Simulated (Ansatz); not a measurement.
Start from GaP in the zinc blende structure (space group F-43m, No. 216; a = 5.391 Å). Axes: x, y, z lie along the cube axes.

Computed with Ansatz (a first-principles code), LDA, PAW, cutoff 420 eV, no spin-orbit coupling.

Perturbation: the cell is compressed by 3.00 % along z with no lateral relaxation, atoms relaxed at fixed cell.

Task: Predict the stress tensor and what it implies for the stiffness.

Result: Stress of the strained cell less that of the base (GPa, compression positive):
```
   2.16    0.00    0.00
   0.00    2.16    0.00
   0.00    0.00    4.41
```

Then −Δσ_ii/ε with ε = -0.0300 gives secant stiffness values (nonlinear terms included at this strain): C33 ≈ 147 GPa, C13 ≈ 72 GPa and C23 ≈ 72 GPa.

As a check, the harmonic strain energy −½ V₀ Δσ:ε is 8.1 meV/atom; the computed energy rise is 8.0 meV/atom.

No phonon test of stability was made.
